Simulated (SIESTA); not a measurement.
Input and output of a self-consistent single point for Ge (Fd-3m, 2 atoms in the cell) (SIESTA)

Level of theory: GGA PBE, numerical atomic orbitals DZP, PseudoDojo PBE standard norm-conserving potentials (rewritten from UPF to PSML) (SIESTA).

Input:

```
# files in the folder: Ge.psml (PseudoDojo PBE standard)
SystemName  Ge
SystemLabel Ge

NumberOfAtoms                2
NumberOfSpecies              1
%block ChemicalSpeciesLabel
  1 32 Ge
%endblock ChemicalSpeciesLabel
LatticeConstant              1.0 Ang
%block LatticeVectors
     0.000000000    2.820117000    2.820117000
     2.820117000    0.000000000    2.820117000
     2.820117000    2.820117000    0.000000000
%endblock LatticeVectors
AtomicCoordinatesFormat      Ang
%block AtomicCoordinatesAndAtomicSpecies
     2.820117000    2.820117000    2.820117000  1
     4.230175500    4.230175500    4.230175500  1
%endblock AtomicCoordinatesAndAtomicSpecies

XC.functional                GGA
XC.authors                   PBE
PAO.BasisSize                DZP
PAO.EnergyShift              0.01 Ry
MeshCutoff                   400 Ry
%block kgrid.MonkhorstPack
    8   0   0  0.0
    0   8   0  0.0
    0   0   8  0.0
%endblock kgrid.MonkhorstPack
OccupationFunction           FD
ElectronicTemperature        100.0 meV

MaxSCFIterations             150
SCF.Mixer.Method             Broyden
SCF.Mixer.Weight             0.2
SCF.Mixer.History            6
SCF.DM.Tolerance             1.0E-04
Diag.ParallelOverK           true
WriteForces                  true
Charge.Mulliken              end
```

Log, with long lists cut:

```
reinit: Reading from file input.fdf

reinit: System Name: Ge
reinit: System Label: Ge

coor:   Atomic-coordinates input format  =     Cartesian coordinates
coor:                                          (in Angstroms)

siesta: Atomic coordinates (Bohr) and species
siesta:      5.32925   5.32925   5.32925  1        1
siesta:      7.99387   7.99387   7.99387  1        2

siesta: System type = bulk

initatomlists: Number of atoms, orbitals, and projectors:      2    36    36

siesta: ******************** Simulation parameters ****************************
redata: Spin configuration                          = none
redata: Time-Reversal Symmetry                      = T
redata: Number of Atomic Species                    =        1
redata: Mesh Cutoff                                 =   400.0000 Ry
redata: Net charge of the system                    =     0.0000 |e|
redata: Min. number of SCF Iter                     =        0
redata: Max. number of SCF Iter                     =      150
redata: SCF convergence failure will abort job
redata: SCF mix quantity                            = Hamiltonian
redata: Mix DM or H after convergence               =   F
redata: Recompute H after scf cycle                 =   F
redata: Mix DM in first SCF step                    =   T
redata: No kicks to SCF
redata: DM Mixing Weight for Kicks                  =     0.5000
redata: Require Harris convergence for SCF          =   F
redata: Harris energy tolerance for SCF             =     0.000100 eV
redata: Require DM convergence for SCF              =   T
redata: DM tolerance for SCF                        =     0.000100
redata: Require EDM convergence for SCF             =   F
redata: EDM tolerance for SCF                       =     0.001000 eV
redata: Require H convergence for SCF               =   T
redata: Hamiltonian tolerance for SCF               =     0.001000 eV
redata: Require (free) Energy convergence for SCF   =   F
redata: (free) Energy tolerance for SCF             =     0.000100 eV
redata: Using DFT-D3 dispersion                     =   F
redata: Using Saved Data (generic)                  =   F
redata: Method of Calculation                       = Diagonalization
redata: Electronic Temperature                      =  1160.4518 K
redata: Number of TDED substeps                     =        3
redata: Dynamics option                             = Single-point calculation
redata: Save all siesta data in one NC              =   F
redata: ***********************************************************************

%block SCF.Mixers
  Broyden
%endblock SCF.Mixers

%block SCF.Mixer.Broyden
  # Mixing method
  method broyden

  # Mixing options
  weight 0.2000
  weight.linear 0.2000
  weight.prime 0.2000
  history 6
%endblock SCF.Mixer.Broyden

DM_history_depth set to one: no extrapolation allowed by default for geometry relaxation
Size of DM history Fstack: 1
Total number of electrons:    28.000000
Total ionic charge:    28.000000

* ProcessorY, Blocksize:    1  37

* Orbital distribution balance (max,min):    36    36

k-point displ. along   1 input, could be:     0.00    0.50
k-point displ. along   2 input, could be:     0.00    0.50
k-point displ. along   3 input, could be:     0.00    0.50
 Kpoints in:          320 . Kpoints trimmed:          296

siesta: k-grid: Number of k-points = 296
siesta: k-points from Monkhorst-Pack grid
siesta: k-cutoff (effective) =    15.953 Ang
siesta: k-point supercell and displacements
siesta: k-grid:     8     0     0      0.000
siesta: k-grid:     0     8     0      0.000
siesta: k-grid:     0     0     8      0.000

diag: Algorithm                                     = D&C
diag: Parallel over k                               =   F
diag: Use parallel 2D distribution                  =   F
diag: Parallel block-size                           = 37
diag: Parallel distribution                         =     1 x     1
diag: Used triangular part                          = Lower
diag: Absolute tolerance                            =  0.100E-15
diag: Orthogonalization factor                      =  0.100E-05
diag: Memory factor                                 =  1.0000

superc: Internal auxiliary supercell:     5 x     5 x     5  =     125
superc: Number of atoms, orbitals, and projectors:    250   4500   4500

                        Single-point calculation

superc: Internal auxiliary supercell:     5 x     5 x     5  =     125
superc: Number of atoms, orbitals, and projectors:    250   4500   4500

outcell: Unit cell vectors (Ang):
        0.000000    2.820117    2.820117
        2.820117    0.000000    2.820117
        2.820117    2.820117    0.000000

outcell: Cell vector modules (Ang)   :    3.988248    3.988248    3.988248
outcell: Cell angles (23,13,12) (deg):     60.0000     60.0000     60.0000
outcell: Cell volume (Ang**3)        :     44.8571
new_DM -- step:     1
Initializing Density Matrix...

Attempting to read DM from file... Failed...
DM filled with atomic data:

InitMesh: MESH = 40 x 40 x 40 = 64000
InitMesh: Mesh cutoff (required, used) =   400.000   417.012 Ry

stepf: Fermi-Dirac step function

        iscf     Eharris(eV)        E_KS(eV)     FreeEng(eV)     dDmax    Ef(eV) dHmax(eV)
   scf:    1    -4858.593658    -4858.666349    -4858.669278  0.684127 -3.338082  1.666859
   scf:    2    -4858.697972    -4858.682410    -4858.685327  0.033157 -3.388385  1.247935
   scf:    3    -4858.718139    -4858.702209    -4858.705093  0.090925 -3.527622  0.043207
   scf:    4    -4858.702312    -4858.702261    -4858.705149  0.001379 -3.518410  0.033352
   scf:    5    -4858.702328    -4858.702295    -4858.705195  0.002403 -3.493128  0.001277
   scf:    6    -4858.702296    -4858.702296    -4858.705195  0.000204 -3.492299  0.000390
   scf:    7    -4858.702297    -4858.702296    -4858.705195  0.000035 -3.492284  0.000314

SCF Convergence by DM+H criterion
max |DM_out - DM_in|         :     0.0000351754
max |H_out - H_in|      (eV) :     0.0003137303
SCF cycle converged after 7 iterations

Using DM_out to compute the final energy and forces

siesta: E_KS(eV) =            -4858.7023

siesta: E_KS - E_eggbox =     -4858.7023

siesta: Atomic forces (eV/Ang):
     1    0.000742    0.000742    0.000742
     2   -0.000742   -0.000742   -0.000742
   Tot    0.000000    0.000000    0.000000
   Max    0.000742
   Res    0.000742    sqrt( Sum f_i^2 / 3N )
   Max    0.000742    constrained

Stress tensor Voigt[x,y,z,yz,xz,xy] (kbar):      -60.06      -60.06      -60.06       -0.66       -0.66       -0.66
(Free)E + p*V (eV/cell)    -4857.0237
Target enthalpy (eV/cell)    -4858.7052

siesta: Program's energy decomposition (eV):
siesta: Ebs     =      -639.083250
siesta: Eions   =      4862.126318
siesta: Ena     =        94.111829
siesta: Ekin    =      3656.445490
siesta: Enl     =     -2566.305888
siesta: Eso     =         0.000000
siesta: Edftu   =         0.000000
siesta: DEna    =         8.086729
siesta: DUscf   =         0.288084
siesta: DUext   =         0.000000
siesta: Ex      =     -1126.541396
siesta: Ec      =       -62.660826
siesta: Exc     =     -1189.202222
siesta: Eharris =     -4858.702297
siesta: Etot    =     -4858.702296
siesta: FreeEng =     -4858.705195

siesta: Stress tensor (static) (eV/Ang**3):
siesta:    -0.037485   -0.000410   -0.000410
siesta:    -0.000410   -0.037485   -0.000410
siesta:    -0.000410   -0.000410   -0.037485

siesta: Cell volume =         44.857119 Ang**3

siesta: Pressure (static):
siesta:                Solid            Molecule  Units
siesta:           0.00040826          0.00040851  Ry/Bohr**3
siesta:           0.03748473          0.03750806  eV/Ang**3
siesta:          60.05716641         60.09453073  kBar

mulliken: Atomic and Orbital Populations:

Species: Ge
Atom  Qatom  Qorb
               4s      4s      4py     4pz     4px     4py     4pz     4px
               3dxy    3dyz    3dz2    3dxz    3dx2-y2 4dxy    4dyz    4dz2
               4dxz    4dx2-y2
   1 14.000   1.416   0.103   0.375   0.375   0.375   0.364   0.364   0.364
              2.004   2.004   2.007   2.004   2.007   0.051   0.051   0.042

              0.051   0.042
   2 14.000   1.416   0.103   0.375   0.375   0.375   0.364   0.364   0.364
              2.004   2.004   2.007   2.004   2.007   0.051   0.051   0.042

              0.051   0.042

mulliken: Qtot =       28.000

Mulliken Atomic Populations:
Atom #   charge [q] valence [e]  Species
     1    -0.000000   14.000000  Ge
     2     0.000000   14.000000  Ge
 Total     0.000000
```

The run converged in 7 iterations.

The starting cell comes from a database of computed structures (which also holds hypothetical and non-ambient phases and stackings), without a prior relaxation at this level. Its lattice was rescaled by a random factor within 2.5 % of one. Values carry the incompleteness of an atom-centred basis. With a pressure of about 6 GPa the cell is away from its equilibrium volume at this level.

Cost on one core of a shared machine: roughly 30 s.
